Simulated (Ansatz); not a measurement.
Consider the following.

Host crystal: 3C silicon carbide, with a band gap (PBE, scalar-relativistic without spin-orbit coupling).

End structure of SiH3 on the 1x1 (110) surface of 3C silicon carbide (cut with top plane C + Si), one in a 2x2 cell, started at the site 'top C':

```
CELL_PARAMETERS angstrom
      6.19426     0.00000     0.00000
      0.00000     8.76000     0.00000
      0.00000     0.00000    27.00000
ATOMIC_POSITIONS crystal
  C  0.00000 0.36841 0.35704
  C  0.00000 0.86841 0.35704
  C  0.50000 0.36841 0.35704
  C  0.50000 0.86841 0.35704
  Si 0.25000 0.27125 0.36602
  Si 0.25000 0.77125 0.36602
  Si 0.75000 0.27125 0.36602
  Si 0.75000 0.77125 0.36602
  C  0.25000 0.11854 0.41341
  C  0.25000 0.61854 0.41341
  C  0.75000 0.11854 0.41341
  C  0.75000 0.61854 0.41341
  Si 0.00000 0.99658 0.41191
  Si 0.00000 0.49658 0.41191
  Si 0.50000 0.99658 0.41191
  Si 0.50000 0.49658 0.41191
  C  0.00000 0.37268 0.47117
  C  0.00000 0.87268 0.47117
  C  0.50000 0.37268 0.47117
  C  0.50000 0.87268 0.47117
  Si 0.25000 0.24764 0.47189
  Si 0.25000 0.74764 0.47189
  Si 0.75000 0.24764 0.47189
  Si 0.75000 0.74764 0.47189
  C  0.25006 0.12039 0.52911
  C  0.25000 0.62221 0.52888
  C  0.75000 0.12253 0.52928
  C  0.74995 0.62274 0.52915
  Si 0.99852 0.99679 0.52766
  Si 0.99979 0.49761 0.52803
  Si 0.50154 0.99674 0.52771
  Si 0.50017 0.49768 0.52803
  C  0.00015 0.36900 0.58727
  C  0.00132 0.86920 0.58583
  C  0.49995 0.36888 0.58744
  C  0.49863 0.86949 0.58600
  Si 0.24991 0.24788 0.58519
  Si 0.25009 0.74504 0.58756
  Si 0.75010 0.24501 0.58832
  Si 0.75012 0.74489 0.58811
  C  0.24886 0.11737 0.64529
  C  0.25030 0.62229 0.64333
  C  0.74986 0.11812 0.64536
  C  0.75085 0.62004 0.64389
  Si 0.99173 0.01469 0.63432
  Si 0.00148 0.52199 0.63545
  Si 0.50712 0.01543 0.63451
  Si 0.49977 0.52358 0.63501
  Si 0.24232 0.24538 0.70080
  H  0.43816 0.34812 0.70171
  H  0.05338 0.35562 0.69690
  H  0.22452 0.16118 0.74855
```

Model: 52-atom slab, 7.7 Å thick at the start under the adsorbate (thin: gaps and levels are the slab's own), 3x3x1 mesh, Fermi-Dirac 0.01 eV, dipole correction, single point; no symmetry held, on the structure that PBE left; spin-polarised, ending with about 0.1 μB a cell, a value that depends on the mesh; orders that need a larger cell were not tried, no spin-orbit, no U, no dispersion correction. The slab shows no gap over 0.04 eV on its mesh. The program's check for a lower electronic state was not made. At the end it is bonded to C. In PBE it is, or lies within 0.03 eV of, the lowest of the starts that converged; the order may differ at this level.

A negative adsorption energy means that the adsorbate is more stable on the surface than in its reference.

**Question.** Give the adsorption energy against SiH4(g) − ½ H2(g) at the same level at the level r2SCAN, at the PBE geometry and the start's symmetry (Ansatz, a program for electronic structure).

**Answer.** -28.9 kcal/mol

**Question.** Give the change of the step from the bottom to the top vacuum level, against the clean slab at the level r2SCAN, at the PBE geometry and the start's symmetry.

**Answer.** -1.34 eV
